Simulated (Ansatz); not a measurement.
The parent structure is Cd$_{2}$SnO$_{4}$ (space group Pbam, No. 55; a = 5.571 Å, b = 9.929 Å, c = 3.199 Å).

Method: plane-wave PAW DFT at the PBEsol level (Ansatz, a first-principles code, 420 eV), without spin-orbit coupling.

One change was made to it. Results:

```tsv
quantity	base	after
density	7.65 g/cm³	7.66 g/cm³
shortest interatomic distance	2.061 Å	2.060 Å
```

Question: Name the change that was made.
(A) pressure 3 GPa
(B) pressure 1.5 GPa
(C) pressure 0.3 GPa
(D) pressure 7.5 GPa

Answer: C, pressure 0.3 GPa. For comparison, the density in the other runs: pressure 3 GPa gives 7.80 g/cm³; pressure 1.5 GPa gives 7.72 g/cm³; pressure 7.5 GPa gives 8.01 g/cm³.

Load acts through the strain it causes; cell and atoms are relaxed under it. Stability against distortions was not tested. Competing high-pressure phases were not computed.
